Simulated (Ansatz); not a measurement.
PbS in the rock salt structure (space group Fm-3m, No. 225)

PbS is taken in the cubic space group Fm-3m (No. 225), the rock salt structure, Pearson symbol cF8. Lattice parameters: a = 6.009 Å, b = 6.009 Å, c = 6.009 Å, α = 90.00°, β = 90.00°, γ = 90.00°. Pb on 4a has 6 S at 3.005 Å (octahedral). S on 4b is surrounded by 6 Pb at 3.005 Å (octahedral). (Neighbours: up to the widest gap in distance over summed covalent radii, below 1.35, at either atom; cation-cation and far metal-metal contacts left out.)
(The calculation used a cell of 2 atoms; values per cell refer to that cell.)

The values are results of PBE (Ansatz, a first-principles code; PAW; 420 eV plane waves; no SOC), not measurements. k-mesh 10×10×10 (Γ-centred); smearing 0.05 eV (Fermi–Dirac).

The volume per atom is 27.12 Å³ and the density is 7.32 g/cm³. The band gap comes out as 0.49 eV, direct at L, the electron mass is 0.16 mₑ and the lowest conduction-band minima above the VBM is L along ⟨111⟩ 0.49 eV; a point along ⟨110⟩, about 0.6 Å⁻¹ from Γ 1.36 eV. The total energy is -6404.786 eV/atom (σ→0; compares only within this code and set-up).

With Pb present, leaving out spin-orbit coupling can change the band edges. Effective masses come from finite differences of ±0.01 Å⁻¹. No phonon test of stability was made. The base started in Pnma and relaxed to Fm-3m at this level.
